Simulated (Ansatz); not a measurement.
The reference is CsPbCl3 in the cubic perovskite structure (space group Pm-3m, No. 221).

```
CELL_PARAMETERS angstrom
      5.61876     0.00000     0.00000
      0.00000     5.61876     0.00000
      0.00000     0.00000     5.61876
ATOMIC_POSITIONS crystal
  Cs 0.00000 0.00000 0.00000
  Pb 0.50000 0.50000 0.50000
  Cl 0.00000 0.50000 0.50000
  Cl 0.50000 0.50000 0.00000
  Cl 0.50000 0.00000 0.50000
```

Cartesian axes are those of the cell as printed.

The values are results of PBEsol, PAW, 420 eV (Ansatz, a program for electronic structure; no spin-orbit coupling), earlier PAW set, not measurements.

Before the change:

| Property | Value |
|---|---|
| Valley order | R along ⟨111⟩ 1.84 eV; Γ 3.25 eV |
| Pressure | 0.00 GPa |

It is then changed as follows: uniaxial strain ε_yy = −2.33 %, all other strain components held at zero; the atoms relax in the strained cell.

How does this affect the valley order?

The valley order (the lowest conduction-band minima on the path, energy above the VBM, named in the base's zone) goes from R along ⟨111⟩ 1.84 eV; Γ 3.25 eV to R along [111] 1.67 eV; Γ 3.11 eV.

How does this affect the energy relative to the base?

The energy increases by 3.9 meV/atom.

How does this affect the pressure?

The pressure (mean of the normal stresses, compression positive) goes from zero to 0.66 GPa.

Spin-orbit coupling, missing from the scalar runs, can matter with Pb. The levels and masses belong to the bands next to the band gap. No phonon test of stability was made. Many cubic perovskites are stable only at high temperature; tilts and polar distortions were not tested. This is not the structure that CsPbCl3 has at room temperature and ambient pressure.
